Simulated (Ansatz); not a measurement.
The starting structures come from a database of crystals and need not be the phases stable at ambient conditions.

Data:

```yaml
crystal:
  lattice:
    - [5.77298, 0.00000, 0.00000]
    - [1.92433, 8.30521, 0.00000]
    - [2.88649, 0.00000, 1.66652]
  atoms:
    - { symbol: Al, position: [0.13012, 0.60964, 0.00000] }
    - { symbol: Al, position: [0.86988, 0.39036, 0.00000] }
    - { symbol: Al, position: [0.29351, 0.11947, 0.00000] }
    - { symbol: Al, position: [0.70649, 0.88053, 0.00000] }
    - { symbol: C, position: [0.21672, 0.34984, 0.00000] }
    - { symbol: C, position: [0.78328, 0.65016, 0.00000] }
    - { symbol: C, position: [0.00000, 0.00000, 0.00000] }
```

Space group of this cell: R-3m. The cell is taken as given; by r2SCAN its mean pressure is 0.6 GPa.

Transport runs along the normal of the first two printed cell vectors, the (110) plane of the conventional cell.

No gap correction and no spin-orbit coupling; mid-gap values are interpolated between computed energies.

Problem. Predict the band gap and the smallest decay constant κ at mid-gap from r2SCAN run with Ansatz (a quantum-chemistry and plane-wave program).

Solution. Gap 1.70 eV on a 18×18×18 mesh; κ = 0.171 1/Å, at the zone centre.
